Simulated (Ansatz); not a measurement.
Ansatz (a quantum-chemistry and plane-wave program) run on AuZn (Pm-3m, 2 atoms in the cell): self-consistent single point.

Method of the run: PBE, harder PAW files (source: ansatz) (plane waves; Ansatz).

```
AuZn
1.0
    3.15000     0.00000     0.00000
    0.00000     3.15000     0.00000
    0.00000     0.00000     3.15000
Zn Au
1 1
Cartesian
  1.57500   1.57500   1.57500
  0.00000   0.00000   0.00000
```

Reference input (self-consistent single point, DFT, PBE, plane waves, harder PAW files (source: ansatz)): basis.ecutwfc = 48.5 Ry; kpoints.mp_grid.grid = 10 10 10; hamiltonian.xc = pbe; hamiltonian.pseudopotentials = {kind: paw, source: ansatz}; scf.occupations.method = methfessel_paxton; scf.occupations.width = 0.0147 Ry. This run's input differs from it in these lines:

```diff
@@ -20,3 +20,3 @@
   occupations:
-    method: methfessel_paxton
+    method: fermi_dirac
     width: 0.0147 Ry
```

Output, abridged:

```
SCF iter   1: F=—  HF=-20668.962285 eV  |F-HF|=—  |Δ(HF+E_count)|=         —  Δρ=2.16e-1  dr2=1.80e1  ethr=3.10e-3  ⟨swp⟩=5.1  Hψ=5394  notcnv=0
all-band conjugate gradients solve this SCF's bands
preconditioner: auto → Kerker (q_TF=auto, 2.831 Å⁻¹)
SCF iter   2: F=—  HF=-20664.915739 eV  |F-HF|=—  |Δ(HF+E_count)|=    4.05e0  Δρ=5.10e-2  dr2=1.03e0  ethr=3.10e-3  ⟨swp⟩=3.0  Hψ=3491  notcnv=0  defer=7
   [... lines left out ...]
SCF iter   6: F=—  HF=-20664.436301 eV  |F-HF|=—  |Δ(HF+E_count)|=   6.04e-4  Δρ=6.58e-4  dr2=1.74e-4  ethr=8.76e-6  ⟨swp⟩=1.0  Hψ=1412  notcnv=0  defer=11
SCF iter   7: F=—  HF=-20664.436294 eV  |F-HF|=—  |Δ(HF+E_count)|=   7.03e-6  Δρ=1.89e-4  dr2=6.29e-6  ethr=4.45e-7  ⟨swp⟩=2.0  Hψ=1744  notcnv=0  defer=11
SCF iter   8: F=—  HF=-20664.436291 eV  |F-HF|=—  |Δ(HF+E_count)|=   3.18e-6  Δρ=3.84e-5  dr2=4.65e-7  ethr=1.61e-8  ⟨swp⟩=2.3  Hψ=2001  notcnv=0  defer=11
SCF iter   9: F=-20664.436291 eV  HF=-20664.436291 eV  |F-HF|=1.46e-9  |Δ(HF+E_count)|=   3.98e-8  Δρ=5.58e-6  dr2=4.37e-9  ethr=2.56e-10  ⟨swp⟩=7.5  Hψ=6524  notcnv=0
SCF 1 converged in 9 iterations: F = -20664.436291 eV  dr2 = 4.37e-9
Free energy (F): -20664.436291 eV
Internal energy: -20664.374349 eV  (E = F + TS)
E sigma→0 (E₀):  -20664.405320 eV
Entropy (-TS):   -0.061941 eV (-30.971 meV/atom)
Fermi energy:    18.451843 eV
--- Forces (eV/Å), atoms counted from 1 ---
  atom   1  Zn     0.00000000    -0.00000000     0.00000000
  atom   2  Au     0.00000000     0.00000000     0.00000000
--- Stress (GPa, compression-positive) ---
        4.565097       0.000000       0.000000
       -0.000000       4.565097       0.000000
        0.000000       0.000000       4.565097
  P = ⅓ Tr σ = 4.5651 GPa (45.651 kbar)
  The stress holds the Pulay correction. Without it, at fixed plane waves, as pw.x and ABINIT print it: P = 4.5628 GPa
```

The run converged in 9 iterations. Against the reference run the free energy falls by 15.2 meV/atom and the pressure goes from 4.36 to 4.57 GPa.

The starting cell has typed, rounded lattice constants, without a prior relaxation at this level. With a pressure of about 5 GPa the cell is away from its equilibrium volume at this level. Ansatz's pressure includes its estimate of the finite-basis (Pulay) stress. The cutoff lies below the one recommended for these files.

Keys are those of Ansatz 0.2.
